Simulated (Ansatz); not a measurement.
Base system: Ir in the fcc (Cu type) structure (space group Fm-3m, No. 225).

```xyz
1
Lattice="0.0000 1.9225 1.9225 1.9225 0.0000 1.9225 1.9225 1.9225 0.0000" Properties=species:S:1:pos:R:3 pbc="T T T"
Ir     0.0000     0.0000     0.0000
```

Level of theory: r2SCAN (Ansatz, a program for electronic structure), no spin-orbit coupling, earlier PAW set.

For the base:

| Item | Value |
|---|---|
| Volume per atom | 14.21 Å³ |

Modification: full substitution Ir → W; the structure is relaxed again.

Tabulated Pauling electronegativity and covalent radius: Ir 2.20, 1.41 Å; W 2.36, 1.62 Å.

**Question.** What does the calculation give for the volume per atom after the change?

**Answer.** The volume per atom increases by 2.004 Å³, from 14.21 Å³ to 16.22 Å³.

No phonon test of stability was made. All final runs are without spin polarisation. This is not the structure that W has at room temperature and ambient pressure.
